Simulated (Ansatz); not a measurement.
# How far a parabola holds: energy against volume of CsCl-type CuZn

CsCl-type CuZn was calculated with PBE (Ansatz, a first-principles code, plane waves, PAW). Settings: plane-wave cutoff 520 eV, 18×18×18 k mesh, Fermi–Dirac smearing 0.05 eV, no spin polarisation, scalar-relativistic PAW data made under PBE. The cell has no free parameter but its volume, all volumes share cutoff and mesh, and the runs aren't spin-polarised. Energies are free energies at the run's smearing, counted from the lowest row; static lattice.

```
V (Å³/atom)  E (meV/atom)
-----------  ------------
12.502               8.05
12.762               1.92
13.023               0.00
13.283               1.81
13.544               6.92
13.804                  ?
```

Problem. Using a parabola, estimate the missing E at V = 13.804 from the other rows, showing the fit.

Solution. With u = V - 13.0, the rows have u = -0.4980, -0.2380, 0.0230, 0.2830, 0.5440. Least squares gives E = 0.031 - 2.173·u + 27.588·u². Residuals (row less fit): 0.095, -0.191, 0.004, 0.184, -0.093; standard error 0.210 (degrees of freedom: 2). The fitted curve has its minimum at V = 13.0, where E = -0.01. Its curvature is d²E/dV² = 2 × 27.588 meV/Å⁶, so B = V0·d²E/dV² × 0.1602 = 115 GPa. At the withheld row, u = 0.8040, so E = 0.031 - 2.173 × 0.8040 + 27.588 × 0.8040² = 16.117 meV/atom. The calculation gives 14.96 meV/atom, 1.157 meV/atom below the prediction (7.7 % of the range of E in the table). The row lies outside the fitted rows, so this is an extrapolation. From the scatter of the fitted rows alone, a prediction at this place has a standard error of 0.496 meV/atom, so the miss is 2.3 times that.

The residuals are curvature that a parabola lacks, not noise. A solid that stiffens under compression and softens on expansion lies above the parabola at the compressed end and under it at the expanded end, as this row does. A third-order Birch-Murnaghan fit to the whole scan has B0 = 115 GPa. Only scans are tabulated whose curvature falls smoothly with volume, and where the parabola meets the shown rows within 5 % of their range and misses the end by 0.1 meV or more.

Measured, for comparison: bulk modulus 116 GPa (temperature not stated, not corrected to a static lattice; as tabulated in Nepal et al. (2020), arXiv:2007.11150). Computed less measured: bulk modulus -0.9 %.
